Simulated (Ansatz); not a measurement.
Corundum In2O3 (high-pressure phase) was calculated with r²SCAN+rVV10 (plane waves, PAW; Ansatz, a first-principles code).

Settings: plane-wave cutoff 500 eV, 10×10×10 k mesh, Fermi–Dirac smearing 0.05 eV, scalar-relativistic PAW data made under PBE.

Cell (relaxed at this level):

```
CELL_PARAMETERS angstrom
      2.74895     1.58711     4.82976
     -2.74895     1.58711     4.82976
      0.00000    -3.17421     4.82976
ATOMIC_POSITIONS crystal
  In 0.64265 0.64265 0.64265
  In 0.35735 0.35735 0.35735
  In 0.85735 0.85735 0.85735
  In 0.14265 0.14265 0.14265
  O  0.04630 0.75000 0.45370
  O  0.95370 0.25000 0.54630
  O  0.45370 0.04630 0.75000
  O  0.54630 0.95370 0.25000
  O  0.75000 0.45370 0.04630
  O  0.25000 0.54630 0.95370
```

Problem. Give the computed band gap.

Solution. 
* **band gap**: 1.81 eV (on the SCF k mesh)

Spin–orbit coupling is not included.

The computed numbers hold no vibrational or temperature effects.
